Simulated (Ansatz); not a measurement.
Consider BN in the zinc blende structure (space group F-43m, No. 216; a = 3.606 Å). Axes: x, y, z lie along the cube axes.

Calculations: DFT with PBEsol, PAW potentials and a 420 eV plane-wave cutoff in Ansatz (an electronic-structure program), scalar-relativistic without spin-orbit coupling.

Strains are applied to the cell and any free atomic positions relax; under stress the whole cell relaxes.

One change was made to it. Results:

| quantity | base | after |
|---|---|---|
| valley order (the lowest conduction-band minima on the path, energy above the VBM, named in the base's zone) | X along ⟨100⟩ 4.30 eV | X along [001] 3.80 eV; X along [010] 4.65 eV |
| valence-band top at Γ (three highest levels, from the VBM) | 0.00, 0.00, 0.00 eV | 0.00, 0.00, -0.53 eV |
| energy relative to the base (free energy F) | 0 meV/atom | +39 meV/atom |

Task: What was done to the base?
A) uniaxial strain ε_xx = +3.43 %
B) uniaxial strain ε_yy = +5.26 %
C) uniaxial stress, 2 GPa tension along z
D) strain tensor (xx, yy, zz, yz, xz, xy) = (−1.13, −0.38, +0.70, −0.34, +1.30, +2.03) %

Result: B, uniaxial strain ε_yy = +5.26 %. For comparison, the valley order in the other runs: uniaxial stress, 2 GPa tension along z gives X along [010] 4.27 eV; X along [001] 4.32 eV; strain tensor (xx, yy, zz, yz, xz, xy) = (−1.13, −0.38, +0.70, −0.34, +1.30, +2.03) % gives X along [100] 3.94 eV; X along [010] 4.03 eV; X along [001] 4.16 eV; uniaxial strain ε_xx = +3.43 % gives X along [001] 3.96 eV; X along [100] 4.53 eV.

The levels and masses belong to the bands next to the band gap. Stability under load was not tested beyond the relaxation.
